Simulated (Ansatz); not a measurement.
The reference is AlNi in the CsCl type structure (space group Pm-3m, No. 221; a = 2.863 Å; non-magnetic).

Method: plane-wave PAW DFT at the r2SCAN level (Ansatz, a first-principles code, 500 eV), no spin-orbit coupling.

Base values:

```
Item                   Result
-------------------  --------
Lattice parameter a  286.3 pm
```

It is then changed as follows: a hydrostatic pressure of 50 GPa.

What does the calculation give for the lattice parameter a after the change?

The lattice parameter a drops by 17.5 pm to 268.8 pm.

Load acts through the strain it causes; cell and atoms are relaxed under it. Whether these cells are dynamically stable was not tested. Competing high-pressure phases were not computed. Seeded moments were not kept for the base. All final runs are without spin polarisation.
